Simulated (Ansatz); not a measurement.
Functionals compared on a constructed model of the (100) surface of fcc Ag, a pseudomorphic layer of Mn in the host's stacking (bottom of the slab: a bare face, its two planes held), in Ansatz (plane waves, PAW). The structure was relaxed with PBE; the other rows are single points on it. Cutoff 420 eV.

Set-up: 7 atoms, 12.5 Å thick at the start; mesh 13x13x1; 0.1 eV smearing; dipole correction on; 2 atoms held, the rest relaxed; start symmetry kept, larger cells not searched; spin-polarised, ending with about 4.3 μB a cell; orders that need a larger cell were not tried, no spin-orbit, no U. It is one candidate, not shown to be the stable structure of the face. These notes are the PBE run's.

```csv
functional,work function of the top face (eV),magnetic moment of the cell (μB),rough cost of the single point
PBE,3.85,4.30,–
RPBE,3.72,4.32,very roughly 120 core-seconds
```

Ansatz is a quantum-chemistry and plane-wave program.
